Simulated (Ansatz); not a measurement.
Results of r²SCAN+rVV10 (Ansatz, a quantum-chemistry and plane-wave program, plane waves, PAW) for Cu₃Ge (Pmmn, No. 59; cell taken from a computed entry).

Settings: plane-wave cutoff 500 eV, 10×8×10 k mesh (along the axes of the cell as run), Fermi–Dirac smearing 0.05 eV, no spin polarisation, scalar-relativistic PAW data made under PBE.

Computed at the level's own relaxed cell.

### Question
Estimate the equilibrium volume per atom that the calculation returns.

### Answer

- equilibrium volume per atom = 12.21 Å³/atom

The run finds no gap.

Note: the relaxation could not lower the start's symmetry, so the cell can be a saddle point above a distorted one.
